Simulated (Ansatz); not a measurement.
The reference is GaP in the zinc blende structure (space group F-43m, No. 216).

```xyz
2
Lattice="0.0000 2.7530 2.7530 2.7530 0.0000 2.7530 2.7530 2.7530 0.0000" Properties=species:S:1:pos:R:3 pbc="T T T"
P      4.1295     4.1295     4.1295
Ga     0.0000     0.0000     0.0000
```

The values are results of PBE (Ansatz, a first-principles code, PAW, without spin-orbit coupling), not measurements.

For the base:

The hole mass comes out as 0.098, 0.40, 0.40 mₑ (at Γ) and the lattice parameter a comes out as 5.506 Å.

One thing is altered: every Ga is replaced by In, then cell and atoms are relaxed.

Tabulated Pauling electronegativity and covalent radius: Ga 1.81, 1.22 Å; In 1.78, 1.42 Å.

Task: What happens to the hole mass and lattice parameter a?

Result: The hole mass (degenerate bands, along [100]) becomes 0.037, 0.46, 0.46 mₑ (at Γ) (base: 0.098, 0.40, 0.40 mₑ (at Γ)); the lattice parameter a goes up by 0.4535 Å (5.506 Å → 5.960 Å).

Masses are band curvatures over ±0.01 Å⁻¹ around the edge. No phonon test of stability was made.
